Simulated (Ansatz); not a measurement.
# A computed series for Al2O3: response to strain

Take Al₂O₃ in the corundum structure (space group R-3c, No. 167; a = 4.759 Å, c = 12.995 Å (hexagonal axes)) as the base. Axes: x lies along a and z along c of the hexagonal cell.

Strains are applied to the cell and any free atomic positions relax; under biaxial strain the out-of-plane vector relaxes too; under stress the whole cell relaxes.

Level of theory: r2SCAN, PAW, 500 eV (Ansatz, a program for electronic structure; no SOC).

Candidates:
(a) biaxial strain −1.91 %, plane normal [001], relaxed out of plane
(b) strain tensor (xx, yy, zz, yz, xz, xy) = (+3.07, +1.46, −1.18, +0.81, +0.19, −1.22) %
(c) biaxial strain +2.20 %, plane normal [001], relaxed out of plane
(d) uniaxial stress, 2 GPa compression along z

Notes on the quantities. energy relative to the base: free energy F.

Problem. Order them by energy relative to the base, highest first.

Solution. (b) strain tensor (xx, yy, zz, yz, xz, xy) = (+3.07, +1.46, −1.18, +0.81, +0.19, −1.22) % (+20 meV/atom), (c) biaxial strain +2.20 %, plane normal [001], relaxed out of plane (+15 meV/atom), (a) biaxial strain −1.91 %, plane normal [001], relaxed out of plane (+12 meV/atom), (d) uniaxial stress, 2 GPa compression along z (+0.2 meV/atom)

Beyond what the load breaks, stability against distortions was not tested.
